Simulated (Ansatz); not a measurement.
Band structure of ScCd3 (P6_3/mmc, 8 atoms in the cell).

```xyz
8
Lattice="6.3542 0.0000 0.0000 -3.1771 5.5029 0.0000 0.0000 0.0000 4.8475" Properties=species:S:1:pos:R:3 pbc="T T T"
Sc     0.0000     3.6686     1.2119
Sc     3.1771     1.8343     3.6356
Cd     3.1771     3.6770     1.2119
Cd     0.0000     1.8259     3.6356
Cd    -1.5958     4.5899     3.6356
Cd     4.7729     0.9129     1.2119
Cd     1.5812     0.9129     1.2119
Cd     1.5958     4.5899     3.6356
```

Level of theory: LDA (PW92), PAW files made with PBE (plane waves; Ansatz, a first-principles code).

Settings: kpoints.mp_grid.grid = 4 4 5; hamiltonian.xc = lda; hamiltonian.pseudopotentials = {kind: paw} (the program's default PAW files); scf.occupations.method = gaussian; scf.occupations.width = 0.0073 Ry; kpoints.band_path.npoints = 8.

The starting cell comes from a database of computed structures (which also holds hypothetical and non-ambient phases and stackings), without a prior relaxation at this level.

Levels in eV from the Fermi level, bands 67 to 74:
```
point     67     68     69     70     71     72     73     74
-----  -----  -----  -----  -----  -----  -----  -----  -----
Γ      -2.65  -2.46  -2.46  -1.35   0.74   0.74   0.75   0.75
M      -1.11  -0.69  -0.49  -0.28   0.02   0.10   0.25   0.94
K      -1.76  -1.08  -0.90   0.09   0.09   0.24   0.24   0.83
A      -1.86  -1.86  -1.21  -1.21  -1.09  -1.09  -1.09  -1.09
L      -2.60  -2.60  -1.87  -1.87   0.16   0.16   1.10   1.10
H      -4.03  -4.03  -0.33  -0.33  -0.14  -0.14   0.84   0.84
```

Bands cross the Fermi level along this path, so the cell is metallic at this level.

Keys are those of Ansatz 0.2.
